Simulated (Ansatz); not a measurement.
InSb: tensor shear ε_xy = +0.29 %

Base system: InSb in the zinc blende structure (space group F-43m, No. 216; a = 6.519 Å). Axes: x, y, z lie along the cube axes.

Now apply this change: a pure shear with ε_xy = ε_yx = 0.0029, atoms relaxed at fixed cell.

All numbers come from PBEsol (Ansatz, an electronic-structure program; PAW; 420 eV plane waves; no SOC). Settings: 12×12×12 k-points, 0.05 eV Fermi–Dirac smearing.

The volume per atom is still 34.63 Å³ and the space group changes from F-43m (No. 216) to Imm2 (No. 44). The shortest interatomic distance hardly moves (2.823 Å against 2.821 Å) and the energy is nearly the same. The pressure (mean of the normal stresses, compression positive) is still 0.0 GPa and the band gap stays zero. The valley order (the lowest conduction-band minima on the path, energy above the VBM, named in the base's zone) comes out as Γ 0.01 eV; L along [1-11] 0.41 eV; L along [11-1] 0.46 eV; a point along [001], about 0.8 Å⁻¹ from Γ 1.16 eV and the stress (xx, yy, zz, yz, xz, xy; compression positive) is (0.0, 0.0, 0.0, 0.0, 0.0, -0.2) GPa (rough).

Final structure:

```
CELL_PARAMETERS angstrom
      0.00945     3.25944     3.25944
      3.25944     0.00945     3.25944
      3.26890     3.26890     0.00000
ATOMIC_POSITIONS crystal
  In 0.00049 0.00049 0.99951
  Sb 0.24951 0.24951 0.25049
```

Without a gap, meshes like the base's 12×12×12 leave anisotropic stresses uncertain by several tenths of a GPa, and small strain energies with them. With Sb present, leaving out spin-orbit coupling can change the band edges. The cells carry an imposed strain or load. Whether these cells are dynamically stable was not tested. All final runs are without spin polarisation. Gaps under 0.05 eV, about the width of the smearing, are given as zero. The zero or small gap of InSb can change with the level of theory.
